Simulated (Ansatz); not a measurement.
**Formation energy of the neutral V_Ti in TiB2 (P6/mmm): levels of theory**

Consider the formation energy of the neutral V_Ti in TiB2 (P6/mmm). Reaction: 27 TiB2 (P6/mmm) → cell A + Ti (hcp).

A: a supercell of 81 sites of TiB2 (P6/mmm) with one empty Ti site amid 12 B; spin state with PBE: run without spin.

Setting: static, neutral cells in Ansatz (PAW) whose structures rest at the PBE level. Ansatz (a program for electronic structure) runs with its default PAW set. Other levels take these structures. The lattices are those relaxed with PBE, so at other levels the solids can be strained, which adds to the spread. Larger cells are relaxed from a start prepared with the learned potential CHGNet, on a coarser mesh till forces fall under 0.03 eV/Å, which some starts already meet. A dispersion term (D3(BJ), or D4 for r2SCAN) was computed beside these levels and is taken off wherever the name lacks it. Mesh and cell size may move defect energies by 0.1 eV or more. The value holds for the reservoirs listed; other chemical potentials shift it. Cell A has symmetry P6/mmm within 0.02 Å and got no random move, so less symmetric positions, which may lie lower, weren't tried.

```tsv
Functional	value (eV)
PBE	5.25
PBE+D3(BJ)	6.08
LDA	5.99
PBEsol	…
RPBE	…
r2SCAN+D4	5.69
```

Question: Complete the blanks.

Answer: 
- PBEsol, value (eV): 5.77
- RPBE, value (eV): 4.99

The levels shown span 1.09 eV, from RPBE (4.99) to PBE+D3(BJ) (6.08).

Rough cost of one single point on TiB2 (P6/mmm), against PBEsol's on the same shared machine and with each level's own mesh and cutoff: r2SCAN about 2 times.
